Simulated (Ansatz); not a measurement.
The (111) surface of rutile IrO2 in its 1x1 cell (cut with top plane O, bottom plane O), outermost plane spacing 0.26 Å in the ideal cut, with 2 O a cell over the bulk's ratio

Method: PBE (plane waves to 420 eV, PAW; Ansatz, an electronic-structure program).

Model: 29-atom slab, Ir9O20, 9.6 Å thick at the start (thin: gaps and levels are the slab's own), 7x7x1 mesh, Fermi-Dirac 0.1 eV, dipole correction, all atoms relaxed; held to the start's symmetry, so lower structures may exist; no spin, no spin-orbit, no U.

```json
{
 "work_function_of_the_top_face": "6.05 eV",
 "energy_released_by_relaxation": "1.60 eV",
 "cost": "around 14 core-minutes (rough)"
}
```
